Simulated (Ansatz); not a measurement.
For AgAl (model structure, Fm-3m, No. 225, 2 atoms in the cell), PBEsol (Ansatz, a program for electronic structure, PAW) gives:

lattice constant a: 5.321 Å
bulk modulus: 76.6 GPa
cohesive energy: 3.19 eV/atom

Task: What does r²SCAN (Ansatz, plane waves, PAW) give for the same quantities?

Result: 
- lattice constant a: 5.367 Å (goes up by 0.9 %)
- bulk modulus: 69.4 GPa (decreases by 9.4 %)
- cohesive energy: 2.88 eV/atom (decreases by 0.31 eV/atom)

Changes are worked out from the printed values.

Unless a cell is named, each level is at its own relaxed cell (PBEsol 18.83, r²SCAN 19.32 Å³/atom).

Caveats: the bulk modulus is −V dP/dV from two relaxed cells at ±2 % in volume (PBEsol, r²SCAN). Ansatz's density-functional and Hartree–Fock values are scalar-relativistic unless marked +SOC, with PAW data made under PBE.

A model structure was made by putting elements into a prototype or built by hand; it is no filed structure, need not be a known phase, and can be a saddle point held by its symmetry.
